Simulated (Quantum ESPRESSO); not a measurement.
Worked example: self-consistent single point of ScIr₂ (P1, 6 atoms in the cell) in Quantum ESPRESSO.

Computed with LDA (PZ), PSlibrary ultrasoft (LDA) pseudopotentials (plane waves; Quantum ESPRESSO 7.5).

The change in words: lattice scaled by 0.98. Reference geometry:
```xyz
6
Lattice="0.0000 3.6867 3.6867 3.6867 0.0000 3.6867 3.6867 3.6867 0.0000" Properties=species:S:1:pos:R:3 pbc="T T T"
Sc     5.5205     5.5467     5.5223
Sc     3.7009     3.7127     3.7005
Ir     2.7470     0.9103     2.7723
Ir     0.9442     0.8725     0.9125
Ir     0.9190     2.7608     2.7735
Ir     2.7586     2.7873     0.9091
```

Reference input (self-consistent single point, DFT, LDA (PZ), plane waves, PSlibrary ultrasoft (LDA) pseudopotentials): ecutwfc = 55 Ry; ecutrho = 550 Ry; occupations = smearing; smearing = fd; degauss = 0.0073499 Ry; potentials = {Sc: Sc.pz-spn-rrkjus_psl.1.0.0.UPF, Ir: Ir.pz-n-rrkjus_psl.1.0.0.UPF}; K_POINTS = automatic 4 4 4 0 0 0; conv_thr = 1e-11 Ry. This run's input differs from it in these lines:

```diff
@@ -26,5 +26,5 @@
 CELL_PARAMETERS {angstrom}
-   0.000000000     3.686740000     3.686740000
-   3.686740000     0.000000000     3.686740000
-   3.686740000     3.686740000     0.000000000
+   0.000000000     3.613005000     3.613005000
+   3.613005000     0.000000000     3.613005000
+   3.613005000     3.613005000     0.000000000
 ATOMIC_POSITIONS {crystal}
```

Log, with long lists cut:

```
     Self-consistent Calculation

     iteration #  1     ecut=    55.00 Ry     beta= 0.70

---- Real-time Memory Report at c_bands before calling an iterative solver
           489 MiB given to the printing process from OS
           160 MiB allocation reported by mallinfo(arena+hblkhd)
------------------

     Threshold (ethr) on eigenvalues was too large:
     Diagonalizing with lowered threshold

---- Real-time Memory Report at c_bands before calling an iterative solver
           581 MiB given to the printing process from OS
           198 MiB allocation reported by mallinfo(arena+hblkhd)
------------------

   [... lines left out ...]

---- Real-time Memory Report at c_bands before calling an iterative solver
           597 MiB given to the printing process from OS
           212 MiB allocation reported by mallinfo(arena+hblkhd)
------------------
     c_bands:  1 eigenvalues not converged

     total energy              =    -413.82703002 Ry
     estimated scf accuracy    <          2.2E-10 Ry

     iteration # 27     ecut=    55.00 Ry     beta= 0.70

---- Real-time Memory Report at c_bands before calling an iterative solver
           597 MiB given to the printing process from OS
           212 MiB allocation reported by mallinfo(arena+hblkhd)
------------------
     End of self-consistent calculation

     the Fermi energy is    16.4068 ev

!    total energy              =    -413.82703002 Ry
     estimated scf accuracy    <          9.3E-12 Ry
     smearing contrib. (-TS)   =      -0.00940641 Ry
     internal energy E=F+TS    =    -413.81762362 Ry

     convergence has been achieved in  27 iterations

     Forces acting on atoms (cartesian axes, Ry/au):

     atom    1 type  1   force =     0.00406229   -0.00387910    0.00475682
     atom    2 type  1   force =    -0.00461484   -0.00633369   -0.00325931
     atom    3 type  2   force =     0.00245070    0.01260302   -0.00670433
     atom    4 type  2   force =     0.01152463    0.02407611    0.00793353
     atom    5 type  2   force =     0.01030921   -0.00885692   -0.02256047
     atom    6 type  2   force =    -0.02373199   -0.01760942    0.01983375

     Total force =     0.055424     Total SCF correction =     0.000002

          total   stress  (Ry/bohr**3)                   (kbar)     P=       73.01
   0.00048999   0.00000027   0.00000000           72.08        0.04        0.00
   0.00000027   0.00049993   0.00000971            0.04       73.54        1.43
   0.00000000   0.00000971   0.00049901            0.00        1.43       73.41

   JOB DONE.
```

The run converged in 27 iterations. Against the reference run the free energy drops by 1.7 meV/atom, the pressure goes from -7.97 to 7.30 GPa and the largest force goes from 0.693 to 0.915 eV/Å.

The starting cell comes from a database of computed structures (which also holds hypothetical and non-ambient phases and stackings), without a prior relaxation at this level. Its atoms were displaced at random from the sites of space group no. 227. For this run, on top of that: lattice scaled by 0.98. Spin-orbit coupling is off. Spin polarisation is off. With a pressure of about 7 GPa the cell is away from its equilibrium volume at this level.

Cost on one core of a shared machine: roughly 7 min.
